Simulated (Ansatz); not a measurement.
Effect of uniaxial strain ε_xx = −3.22 % on GaSb

Take GaSb in the zinc blende structure (space group F-43m, No. 216; a = 6.134 Å) as the base. Axes: x, y, z lie along the cube axes.

One thing is altered: uniaxial strain ε_xx = −3.22 %, all other strain components held at zero; the atoms relax in the strained cell.

Method: r2SCAN/PAW in Ansatz (a first-principles code), scalar-relativistic without spin-orbit coupling, earlier PAW set. Γ-centred 13×13×13 mesh, Fermi–Dirac width 0.05 eV.

```tsv
quantity	base	changed	shift
volume per atom	28.84 Å³	27.91 Å³	-0.93 Å³
space group	F-43m (No. 216)	I-4m2 (No. 119)	–
shortest interatomic distance	2.656 Å	2.628 Å	-0.028 Å
energy relative to the base (free energy F)	0 meV/atom	+8.3 meV/atom	+8.3 meV/atom
pressure (mean of the normal stresses, compression positive)	0.00 GPa	1.87 GPa	+1.87 GPa
band gap	0.41 eV	0.53 eV	+0.113 eV
gap character	direct at Γ	direct at Γ	–
electron mass	0.023 mₑ (at Γ)	0.030 mₑ along x, 0.037 mₑ across (at Γ)	–
hole mass	–	0.029 mₑ along x, 0.24 mₑ across (at Γ)	–
valence-band top at Γ (three highest levels, from the VBM)	0.00, 0.00, 0.00 eV	0.00, -0.20, -0.20 eV	–
stress (xx, yy, zz, yz, xz, xy; compression positive)	–	(2.89, 1.35, 1.35, 0.00, 0.00, 0.00) GPa	–
```

Final structure:

```
CELL_PARAMETERS angstrom
      0.00000     3.06677     3.06677
      2.96802     0.00000     3.06677
      2.96802     3.06677     0.00000
ATOMIC_POSITIONS crystal
  Sb 0.75000 0.75000 0.75000
  Ga 0.00000 0.00000 0.00000
```

With Sb present, leaving out spin-orbit coupling can change the band edges. Masses are band curvatures over ±0.01 Å⁻¹ around the edge. Stability against distortions was not tested. Labels are those of the standard path for the cell's own space group.
